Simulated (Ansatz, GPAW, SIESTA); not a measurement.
## Code comparison for SiMo3 (Pm-3n, 8 atoms in the cell)

Self-consistent single point.

```xyz
8
Lattice="4.8706 0.0000 0.0000 0.0000 4.8706 0.0000 0.0000 0.0000 4.8706" Properties=species:S:1:pos:R:3 pbc="T T T"
Si     2.4353     2.4353     2.4353
Si     0.0000     0.0000     0.0000
Mo     0.0000     2.4353     1.2177
Mo     0.0000     2.4353     3.6530
Mo     1.2177     0.0000     2.4353
Mo     3.6530     0.0000     2.4353
Mo     2.4353     1.2177     0.0000
Mo     2.4353     3.6530     0.0000
```

Shared settings, as Ansatz (an electronic-structure program) writes them: kpoints.mp_grid.grid = 5 5 5; scf.occupations.method = gaussian; scf.occupations.width = 0.0147 Ry. Potentials and cutoffs stand in the table.

```tsv
code	model	pressure (GPa)	cutoff
GPAW	PBEsol, GPAW PAW datasets PBEsol (made by gpaw-setup)	-2.23	550 eV
Ansatz	PBEsol, default PAW files made with PBE	-2.09	30.9 Ry
SIESTA	GGA PBEsol, numerical atomic orbitals DZP, PseudoDojo PBEsol standard norm-conserving potentials (rewritten from UPF to PSML)	-1.27	grid 300 Ry
```

On Ansatz's run: spin polarisation is off.

The spread over the programs that give each value: pressure within 0.96 GPa.

SIESTA uses small atom-centred bases, whose incompleteness enters pressures, forces and empty levels differently from a plane-wave cutoff. Ansatz's pressure is given at a fixed set of plane waves, as the other plane-wave codes print theirs; with its correction for the finite basis it is -2.05 GPa.

The starting cell comes from a database of computed structures (which also holds hypothetical and non-ambient phases and stackings), without a prior relaxation at this level. Its lattice was rescaled by a random factor within 2.5 % of one.

Left out of this page: Elk and FLEUR (not drawn, or without a comparable value).

Keys are those of Ansatz 0.2.
